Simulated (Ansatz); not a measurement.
Here is the system:

End structure of the (320) surface of bcc Nb in its 1x1 cell, outermost plane spacing 0.46 Å in the ideal cut:

```yaml
crystal:
  lattice:
    - [3.31090, 0.00000, 0.00000]
    - [0.00000, 11.93761, 0.00000]
    - [0.00000, 0.00000, 26.50000]
  atoms:
    - { symbol: Nb, position: [0.50000, 0.20199, 0.32010] }
    - { symbol: Nb, position: [0.00000, 0.38493, 0.33168] }
    - { symbol: Nb, position: [0.50000, 0.57504, 0.34900] }
    - { symbol: Nb, position: [0.00000, 0.76343, 0.36238] }
    - { symbol: Nb, position: [0.50000, 0.94964, 0.37673] }
    - { symbol: Nb, position: [0.00000, 0.15185, 0.39571] }
    - { symbol: Nb, position: [0.50000, 0.34739, 0.41537] }
    - { symbol: Nb, position: [0.00000, 0.54079, 0.43293] }
    - { symbol: Nb, position: [0.50000, 0.73128, 0.44802] }
    - { symbol: Nb, position: [0.00000, 0.91942, 0.46248] }
    - { symbol: Nb, position: [0.50000, 0.11123, 0.48102] }
    - { symbol: Nb, position: [0.00000, 0.30769, 0.50000] }
    - { symbol: Nb, position: [0.50000, 0.50415, 0.51898] }
    - { symbol: Nb, position: [0.00000, 0.69597, 0.53752] }
    - { symbol: Nb, position: [0.50000, 0.88410, 0.55198] }
    - { symbol: Nb, position: [0.00000, 0.07460, 0.56707] }
    - { symbol: Nb, position: [0.50000, 0.26799, 0.58463] }
    - { symbol: Nb, position: [0.00000, 0.46353, 0.60428] }
    - { symbol: Nb, position: [0.50000, 0.66574, 0.62327] }
    - { symbol: Nb, position: [0.00000, 0.85195, 0.63762] }
    - { symbol: Nb, position: [0.50000, 0.04034, 0.65100] }
    - { symbol: Nb, position: [0.00000, 0.23045, 0.66832] }
    - { symbol: Nb, position: [0.50000, 0.41339, 0.67990] }
```

Slab: 23 atoms, 10.1 Å thick at the start (thin: gaps and levels are the slab's own); k 11x4x1, smearing 0.1 eV, dipole-corrected; single point; on the structure that PBE left under its start's symmetry; no spin, no spin-orbit, no U.

Question: What surface energy (mean of both faces) does r2SCAN, at the PBE geometry (Ansatz, an electronic-structure program) give?

Answer: 2.33 J/m²

Question: Predict the work function of the top face from r2SCAN, at the PBE geometry.

Answer: 4.16 eV
